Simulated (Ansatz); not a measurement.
Results of LDA in Ansatz (plane waves, PAW) for CsCl-type NiAl.

Total energies, extrapolated to zero smearing (they compare only within this program, potentials and cutoff):

Magnetic elements are taken in their magnetic phases.

| system | energy (eV/atom) |
|---|---|
| CsCl-type NiAl, relaxed | -3143.8324 |
| fcc Al | -512.8767 |
| fcc Ni | -5773.3799 |

Q: Work out the formation enthalpy per atom.

A: ΔH_f ≈ ΔE = -3143.8324 − [1 × (-512.8767) + 1 × (-5773.3799)]/2 = -0.704 eV/atom (0 K, no vibrations). The reference value is -0.640 ± 0.01 eV/atom (measured, 298 K, copied from a table, unchecked, not corrected to a static lattice; as tabulated in Wang et al. (2021), doi:10.1038/s41598-021-94550-5), a difference of -0.064 eV/atom.

The PAW data were made under PBE.

Ansatz is an electronic-structure program.
